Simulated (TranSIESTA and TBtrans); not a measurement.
Junction: naphthalene-1,4-diyl held by thiolate S between the apex atoms of two Al(100) rods. Leads: fcc Al rod along [100], layers of 5 and 4 atoms, a = 4.04 Å. Geometry: as built, not relaxed. Transport runs along z; the first 18 and the last 18 of the 87 atoms are the lead cells, repeated to infinity.

```xyz
87
Lattice="16.986 0.000 0.000 0.000 16.986 0.000 0.000 0.000 40.351" Properties=species:S:1:pos:R:3 pbc="F F T"
Al     8.493     8.493     0.000
Al    11.350     8.493     0.000
Al     8.493    11.350     0.000
Al     5.636     8.493     0.000
Al     8.493     5.636     0.000
Al     9.921     9.921     2.020
Al     7.065     9.921     2.020
Al     9.921     7.065     2.020
Al     7.065     7.065     2.020
Al     8.493     8.493     4.040
Al    11.350     8.493     4.040
Al     8.493    11.350     4.040
Al     5.636     8.493     4.040
Al     8.493     5.636     4.040
Al     9.921     9.921     6.060
Al     7.065     9.921     6.060
Al     9.921     7.065     6.060
Al     7.065     7.065     6.060
Al     8.493     8.493     8.080
Al    11.350     8.493     8.080
Al     8.493    11.350     8.080
Al     5.636     8.493     8.080
Al     8.493     5.636     8.080
Al     9.921     9.921    10.100
Al     7.065     9.921    10.100
Al     9.921     7.065    10.100
Al     7.065     7.065    10.100
Al     8.493     8.493    12.120
Al    11.350     8.493    12.120
Al     8.493    11.350    12.120
Al     5.636     8.493    12.120
Al     8.493     5.636    12.120
Al     9.921     9.921    14.140
Al     7.065     9.921    14.140
Al     9.921     7.065    14.140
Al     7.065     7.065    14.140
Al     8.493     8.493    16.160
S     10.193     9.184    17.547
C      9.206     8.878    19.020
C      9.289     7.612    19.605
C      8.553     7.307    20.747
C      7.717     8.261    21.331
S      6.803     7.780    22.804
C      7.614     9.552    20.760
C      6.780    10.540    21.323
C      6.691    11.807    20.747
C      7.426    12.111    19.604
C      8.259    11.152    19.028
C      8.367     9.863    19.591
H      9.930     6.854    19.171
H      8.635     6.318    21.180
H      6.192    10.346    22.210
H      6.047    12.557    21.189
H      7.352    13.097    19.163
H      8.812    11.430    18.141
Al     8.493     8.493    24.191
Al     9.921     9.921    26.211
Al     7.065     9.921    26.211
Al     9.921     7.065    26.211
Al     7.065     7.065    26.211
Al     8.493     8.493    28.231
Al    11.350     8.493    28.231
Al     8.493    11.350    28.231
Al     5.636     8.493    28.231
Al     8.493     5.636    28.231
Al     9.921     9.921    30.251
Al     7.065     9.921    30.251
Al     9.921     7.065    30.251
Al     7.065     7.065    30.251
Al     8.493     8.493    32.271
Al    11.350     8.493    32.271
Al     8.493    11.350    32.271
Al     5.636     8.493    32.271
Al     8.493     5.636    32.271
Al     9.921     9.921    34.291
Al     7.065     9.921    34.291
Al     9.921     7.065    34.291
Al     7.065     7.065    34.291
Al     8.493     8.493    36.311
Al    11.350     8.493    36.311
Al     8.493    11.350    36.311
Al     5.636     8.493    36.311
Al     8.493     5.636    36.311
Al     9.921     9.921    38.331
Al     7.065     9.921    38.331
Al     9.921     7.065    38.331
Al     7.065     7.065    38.331
```

Run with TranSIESTA and TBtrans (open boundaries, self-consistent; PseudoDojo norm-conserving potentials, scalar-relativistic): PAO.BasisSize SZP, PAO.EnergyShift 0.15 eV, XC.Authors PBE, Mesh.Cutoff 150 Ry, ElectronicTemperature 300 K, TS.Voltage 0.0 eV, TBT.Elecs.Eta 0.001 eV, no spin polarisation.

Energies count from the leads' Fermi level. Transmissions are for one spin of a degenerate pair. The energy step is 0.02 eV; narrower resonances are cut or missed.

| E (eV) | T |
|---|---|
| -0.20 | 0.00232 |
| -0.16 | 0.00215 |
| -0.12 | 0.00223 |
| -0.08 | 0.00266 |
| -0.04 | 0.00366 |
| 0.00 | 0.00595 |
| 0.04 | 0.0167 |
| 0.08 | 0.0264 |
| 0.12 | 0.0319 |
| 0.16 | 0.0371 |
| 0.20 | 0.0426 |

Q: Give the zero-bias conductance in μS and the resistance at 300 K.

A: At the Fermi level T = 0.00595. Averaged with −∂f/∂E over the full grid (kT = 25.9 meV) it is 0.00915, well away from the value at one energy, as T changes fast within a few kT. With G0 = 2e²/h = 77.48 μS, G = 0.709 μS and R = 1/G = 1410 kΩ.

Q: Estimate the thermopower by Mott's formula S = −(π²/3)(kB²T/e) d ln T/dE from the rows at -0.04 and 0.04 eV.

A: d ln T/dE = 19.0 eV⁻¹ and (π²/3) kB²T/e = 7.33 μV/K · eV, so S = -140 μV/K; the full integral gives -110 μV/K. A negative sign means that T rises with energy over the thermal window.

Q: Estimate the current at 0.3 V in linear response, and compare with the self-consistent run.

A: I = G V = 0.709 μS × 0.3 V = 0.213 μA; the self-consistent run gives 0.230 μA, 1.08 of it. Linear response leaves out the change of T over the bias window and the shift of levels under bias.

The leads' channel count changes near 0.03 eV, within the thermal window, so values at the Fermi level hang on where that band edge falls. Semilocal functionals put molecular levels too close to the Fermi level and tend to overestimate such conductances.
